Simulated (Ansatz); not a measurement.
For corundum In2O3 (high-pressure phase), LDA in Ansatz (PAW) gives:

```
Quantity                    Value
-------------------  ------------
lattice constant a        5.461 Å
lattice parameter c      14.372 Å
cohesive energy      5.38 eV/atom
```

Question: What does r²SCAN+rVV10 in Ansatz (plane waves, PAW) give for the same quantities?

Answer: 
- lattice constant a: 5.498 Å (grows by 0.7 %)
- lattice parameter c: 14.489 Å (goes up by 0.8 %)
- cohesive energy: 4.66 eV/atom (falls by 0.72 eV/atom)

Changes are worked out from the printed values.

Unless a cell is named, each level is at its own relaxed cell (LDA 12.37, r²SCAN+rVV10 12.64 Å³/atom).

Levels without +SOC leave out spin–orbit coupling, which shifts energies and cells of such heavy elements.

Ansatz's density-functional and Hartree–Fock values are scalar-relativistic unless marked +SOC, with PAW data made under PBE.

Ansatz is a quantum-chemistry and plane-wave program.
